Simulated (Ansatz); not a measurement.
A user runs Ansatz (an electronic-structure program) on Ta2SnN (P6_3/mmc, 8 atoms in the cell) and asks whether the run is sound. The aim is a self-consistent single point with DFT, PBE, plane waves, default PAW files.

Cell that was meant: a = 3.1103 Å, b = 3.1103 Å, c = 13.9419 Å, α = 90.00°, β = 90.00°, γ = 120.00°.

Part of the input:

Ansatz 0.2 input:
```yaml
    - { symbol: N, position: [0.000000, 0.000000, 0.000000] }
    - { symbol: N, position: [0.000000, 0.000000, 0.500000] }
basis:
  ecutwfc: 9.2 Ry
kpoints:
  mp_grid: { grid: [12, 12, 3] }
hamiltonian:
```

Output, abridged:

```
   [... lines left out ...]
Symmetry: 24 space group operations
Space group: P63/mmc (ITA 194), of the structure as read, at distance tolerance 4.9e-5 Å
k-points: 38 of 432
Initial density: superposition of atomic densities (neutral atoms: chi_scale 0, normalization atom), corrected by the library's trained network
Initial wavefunctions: pseudopotential atomic-orbital guess
Eigensolver: davidson
Functional: x = pbe(κ = 0.804, μ = 0.2195149727645171), c = pbe(β = 0.06672455060314922)
SCF iter   1: F=—  HF=-52298.190913 eV  |F-HF|=—  |Δ(HF+E_count)|=         —  Δρ=3.66e-1  dr2=9.80e1  ethr=1.77e-3  ⟨swp⟩=5.4  Hψ=7759  notcnv=0
all-band conjugate gradients solve this SCF's bands
preconditioner: auto → Kerker (q_TF=auto, 2.612 Å⁻¹)
SCF iter   2: F=—  HF=-52252.494539 eV  |F-HF|=—  |Δ(HF+E_count)|=    4.57e1  Δρ=1.94e-1  dr2=2.69e1  ethr=1.77e-3  ⟨swp⟩=3.0  Hψ=5673  notcnv=0  defer=59
   [... lines left out ...]
SCF iter   7: F=—  HF=-52236.744607 eV  |F-HF|=—  |Δ(HF+E_count)|=   2.07e-4  Δρ=7.06e-5  dr2=9.47e-6  ethr=1.58e-6  ⟨swp⟩=2.0  Hψ=2363  notcnv=0  defer=55
SCF iter   8: F=—  HF=-52236.743264 eV  |F-HF|=—  |Δ(HF+E_count)|=   1.34e-3  Δρ=3.03e-5  dr2=5.06e-7  ethr=1.05e-8  ⟨swp⟩=2.2  Hψ=3656  notcnv=0  defer=56
SCF iter   9: F=-52236.743264 eV  HF=-52236.743264 eV  |F-HF|=1.26e-8  |Δ(HF+E_count)|=   3.31e-8  Δρ=8.49e-6  dr2=6.11e-8  ethr=1.11e-10  ⟨swp⟩=9.9  Hψ=7697  notcnv=0
SCF 1 converged in 9 iterations: F = -52236.743264 eV  dr2 = 6.11e-8
Free energy (F): -52236.743264 eV
Internal energy: -52236.646946 eV  (E = F + TS)
E sigma→0 (E₀):  -52236.695105 eV
Entropy (-TS):   -0.096318 eV (-12.040 meV/atom)
Fermi energy:    20.287231 eV
--- Forces (eV/Å), atoms counted from 1 ---
  atom   1  Sn     0.00000000     0.00000000     0.00000000
  atom   2  Sn     0.00000000    -0.00000000     0.00000000
  atom   3  Ta     0.00000000     0.00000000     1.65957027
  atom   4  Ta     0.00000000    -0.00000000     1.65957027
  atom   5  Ta     0.00000000    -0.00000000    -1.65957027
  atom   6  Ta     0.00000000     0.00000000    -1.65957027
  atom   7  N      0.00000000     0.00000000    -0.00000000
  atom   8  N      0.00000000     0.00000000     0.00000000
--- Stress (GPa, compression-positive) ---
       15.593272      -0.000000       0.000000
        0.000000      15.593272       0.000000
        0.000000       0.000000      25.681419
  P = ⅓ Tr σ = 18.9560 GPa (189.560 kbar)
  The stress holds the Pulay correction. Without it, at fixed plane waves, as pw.x and ABINIT print it: P = -1177.0618 GPa
```

**Question.** Is this run sound? If not, what is wrong?

**Answer.** The run is not sound. The fault is a basis or grid far too coarse for these potentials. The error of an incomplete plane-wave basis or grid does not cancel at such settings. To fix it, restore the cutoff that the potentials need and check convergence. The run converged in 9 iterations without an error; against the sound input the free energy rises by 38.9 eV/atom, the pressure goes from 12.71 to 18.96 GPa and the largest force goes from 0.393 to 1.660 eV/Å. At a fixed set of plane waves, without the program's Pulay estimate, the pressure is -1177.06 GPa against 12.49 GPa.

An input that runs soundly differs in these lines (not the only fix; some lines may just follow from the change or write a value another way):
```diff
-  ecutwfc: 9.2 Ry
+  ecutwfc: 30.9 Ry
```

With that input, the run converged in 7 iterations: free energy E − TS (on the zero of these files) -52547.9558 eV; Fermi level (on the code's own zero) 19.64 eV; pressure 12.71 GPa; largest force (vector length) 0.393 eV/Å (DFT, PBE, plane waves, default PAW files).

On the sound input: the starting cell was generated: these elements placed on a structure prototype, without a prior relaxation; it need not be a known phase or ordering of this composition. Spin polarisation is off. With a pressure of about 13 GPa the cell is away from its equilibrium volume at this level. Ansatz's pressure includes its estimate of the finite-basis (Pulay) stress.
